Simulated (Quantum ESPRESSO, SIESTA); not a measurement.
Equation of state of AlB2-type MgB2 (space group 191): energy against volume (SIESTA, LDA)

```
MgB2
1.0
    2.96982     0.00000     0.00000
   -1.48491     2.57194     0.00000
    0.00000     0.00000     3.38310
Mg B
1 2
Direct
  0.00000   0.00000   0.00000
  0.66667   0.33333   0.50000
  0.33333   0.66667   0.50000
```

Computed with LDA PW92, numerical atomic orbitals DZP, PseudoDojo LDA standard norm-conserving potentials (rewritten from UPF to PSML) in SIESTA. Settings: XC.functional = LDA; XC.authors = PW92; potentials = PseudoDojo LDA standard; PAO.BasisSize = DZP; PAO.EnergyShift = 0.01 Ry; MeshCutoff = 455 Ry; kgrid.MonkhorstPack = 22 22 17; OccupationFunction = FD; ElectronicTemperature = 0.05 eV; MaxSCFIterations = 150; SCF.Mixer.Method = Broyden; SCF.Mixer.Weight = 0.25; SCF.Mixer.History = 6; SCF.DM.Tolerance = 1.0E-04. The cell above is the first row's. The rows scale it uniformly. In all rows fractional positions and the k mesh are held. E is the free energy at the stated smearing, counted from the lowest row.

| V (Å^3/atom) | E (meV/atom) |
|---|---|
| 8.6136 | ? |
| 8.8008 | 23.20 |
| 8.9881 | 11.04 |
| 9.1753 | 3.42 |
| 9.3626 | 0.00 |
| 9.5498 | 0.21 |
| 9.7371 | 3.77 |
| 9.9244 | 10.41 |
| 10.1116 | 19.83 |

Taking the third-order Birch-Murnaghan form, a cubic in V^(-2/3) for E over the 8 complete rows: With u = V^(-2/3) - 0.224, the rows have u = 0.010595, 0.007324, 0.004167, 0.001114, -0.001838, -0.004696, -0.007464, -0.010145. Least squares gives E = -0.365 + 69.12·u + 203121·u² + 20578·u³. Residuals (row less fit): 0.007, -0.005, -0.031, 0.036, 0.016, -0.018, -0.017, 0.012; standard error 0.029 (degrees of freedom: 4). Its minimum lies at u = -0.000170, so V0 = (0.223830)^(-3/2) = 9.443. There d²E/du² = 406200 and d³E/du³ = 123500, so B0 = (4/9) × 9.443^(-7/3) × 406200 × 0.160218 = 153 GPa (the last factor turns the table's units into GPa), and B0' = 4 + (2/3) × 0.223830 × (123500)/406200 = 4.0. The program's pressures in the fitted runs (not shown) pass through zero at V = 9.44, 0.01 % from this V0.

### Question
Estimate the missing E (V = 8.6136); what did the run itself give?

### Answer
u = 0.013982, so E = -0.365 + 69.12 × 0.013982 + 203121 × 0.013982² + 20578 × 0.013982³ = 40.367 meV/atom. The calculation gives 40.49 meV/atom, 0.123 meV/atom above the prediction (0.3 % of the range of E in the table). The row lies outside the fitted rows, so this is an extrapolation. From the scatter of the fitted rows alone, a prediction at this place has a standard error of 0.086 meV/atom, so the miss is 1.4 times that.

Carrying the step between the two nearest rows on in a straight line would have given 35.35, off by 5.14; series whose last step already gives the withheld value aren't shown. The scan was laid around a cell of about the measured size, scaled by a guess for this functional; axis ratios and inner coordinates come from that cell. The runs keep the symmetry of the cell, so they don't test it for distortions. A plane-wave scan with the same functional (Quantum ESPRESSO, GBRV) gives V0 = 9.22 Å^3/atom and B0 = 164 GPa; a Birch-Murnaghan fit to all rows here lies 2.4 % from it in V0 and -6 % in B0; the two differ in basis, and may differ in potentials and mesh. Values carry the incompleteness of an atom-centred basis. The shape of the cell and the inner coordinates aren't relaxed, so V0 and B0 belong to this uniform scaling; a relaxed crystal lies no higher in energy and is usually softer. Cutoffs and mesh are single choices, not tested for convergence of this quantity. Series with a scatter that would blur these digits, or in which a gap closes, are not shown. Nor are scans whose minimum lies at an end fitted in this form.
